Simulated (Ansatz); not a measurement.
A user runs Ansatz (a first-principles code) on LiIn (Fd-3m, 4 atoms in the cell) and asks whether the run is sound. The aim is a self-consistent single point with DFT, PBEsol, plane waves, default PAW files made with PBE.

Cell that was meant: a = 4.8805 Å, b = 4.8805 Å, c = 4.8805 Å, α = 60.00°, β = 60.00°, γ = 60.00°.

Part of the input:

Ansatz 0.2 input:
```yaml
    - [3.451020, 3.451020, 0.000000]
  atoms:
    - { symbol: In, position: [0.000000, 0.000000, 0.000000] }
    - { symbol: In, position: [1.725510, 1.725510, 1.725510] }
    - { symbol: Li, position: [3.451020, 3.451020, 3.451020] }
    - { symbol: Li, position: [5.176530, 5.176530, 5.176530] }
kpoints:
  mp_grid:
    grid: [11, 11, 11]
```

The program printed (abridged):

```
WARN basis.ecutwfc = 420 eV, the default
WARN ansatz: RAYON_NUM_THREADS=1 ignored (pool sized by the plan → 1); use --threads N
   [... lines left out ...]
k-points: 146 of 1331 (time reversal used)
PAW frozen core: In, regenerated for the run's functional, and the local potential with it
Initial density: superposition of atomic densities (neutral atoms: chi_scale 0, normalization atom), corrected by the library's trained network
Initial wavefunctions: pseudopotential atomic-orbital guess
Eigensolver: davidson
Functional: x = pbesol(κ = 0.804, μ = 0.12345679012345678), c = pbesol(β = 0.046)
SCF iter   1: F=—  HF=-11456.949871 eV  |F-HF|=—  |Δ(HF+E_count)|=         —  Δρ=3.43e-3  dr2=6.10e-3  ethr=1.77e-3  ⟨swp⟩=5.6  Hψ=13889  notcnv=0
all-band conjugate gradients solve this SCF's bands
preconditioner: auto → Kerker (q_TF=auto, 2.331 Å⁻¹)
SCF iter   2: F=—  HF=-11456.947534 eV  |F-HF|=—  |Δ(HF+E_count)|=   2.34e-3  S|Δr|=    0.00e0  Δρ=1.52e-3  dr2=1.48e-3  ethr=1.91e-5  ⟨swp⟩=2.2  Hψ=6375  notcnv=0
   [... lines left out ...]
SCF iter   5: F=—  HF=-11456.946912 eV  |F-HF|=—  |Δ(HF+E_count)|=   5.27e-6  S|Δr|=    0.00e0  Δρ=3.93e-5  dr2=2.22e-6  ethr=4.11e-8  ⟨swp⟩=2.0  Hψ=4684  notcnv=0
SCF iter   6: F=—  HF=-11456.946912 eV  |F-HF|=—  |Δ(HF+E_count)|=   4.31e-7  S|Δr|=    0.00e0  Δρ=1.02e-5  dr2=1.60e-7  ethr=6.93e-9  ⟨swp⟩=3.0  Hψ=5285  notcnv=0
SCF iter   7: F=-11456.946912 eV  HF=-11456.946912 eV  |F-HF|=5.16e-9  |Δ(HF+E_count)|=   5.58e-9  S|Δr|=    0.00e0  Δρ=2.53e-6  dr2=1.10e-8  ethr=3.13e-10  ⟨swp⟩=5.1  Hψ=11558  notcnv=0
SCF 1 converged in 7 iterations: F = -11456.946912 eV  dr2 = 1.10e-8
Stability not checked (fill_not_monotonic)
Free energy (F): -11456.946912 eV
Internal energy: -11456.946895 eV  (E = F + TS)
E sigma→0 (E₀):  -11456.946908 eV
Entropy (-TS):   -0.000017 eV (-0.004 meV/atom)
Fermi energy:    7.735317 eV
--- Forces (eV/Å), atoms counted from 1 ---
  atom   1  In    -2.27971070    -2.27971070    -2.27971070
  atom   2  In     0.26245990     0.26245990     0.26245990
  atom   3  Li     0.07317438     0.07317438     0.07317438
  atom   4  Li     1.94406156     1.94406156     1.94406156
--- Stress (GPa, compression-positive) ---
        2.349380       3.529589       3.529589
        3.529589       2.349380       3.529589
        3.529589       3.529589       2.349380
  P = ⅓ Tr σ = 2.3494 GPa (23.494 kbar)
  The stress holds the Pulay correction. Without it, at fixed plane waves, as pw.x and ABINIT print it: P = 2.3269 GPa
```

Task: Is this run sound? If not, what is wrong?

Result: The run is not sound. The fault is fractional and Cartesian coordinates mixed up. Numbers meant as fractions of the cell vectors were read as lengths, or the reverse, so the atoms sit in the wrong places. To fix it, make label and numbers agree, by changing either. The run converged in 7 iterations without an error; against the sound input the free energy goes up by 262 meV/atom, the pressure goes from -1.81 to 2.35 GPa and the largest force goes from 0.000 to 3.949 eV/Å.

An input that runs soundly differs in these lines (not the only fix; some lines may just follow from the change or write a value another way):
```diff
-    - { symbol: In, position: [1.725510, 1.725510, 1.725510] }
-    - { symbol: Li, position: [3.451020, 3.451020, 3.451020] }
-    - { symbol: Li, position: [5.176530, 5.176530, 5.176530] }
+    - { symbol: In, position: [0.250000, 0.250000, 0.250000] }
+    - { symbol: Li, position: [0.500000, 0.500000, 0.500000] }
+    - { symbol: Li, position: [0.750000, 0.750000, 0.750000] }
```

With that input, the run converged in 7 iterations: free energy E − TS (on the zero of these files) -11457.9962 eV; Fermi level (on the code's own zero) 7.81 eV; pressure -1.81 GPa (DFT, PBEsol, plane waves, default PAW files made with PBE).

On the sound input: the starting cell comes from a database of published, mostly measured structures (it also holds non-ambient and calculated ones), without a prior relaxation at this level. Its lattice was rescaled by a random factor within 2.5 % of one. Ansatz's pressure includes its estimate of the finite-basis (Pulay) stress.
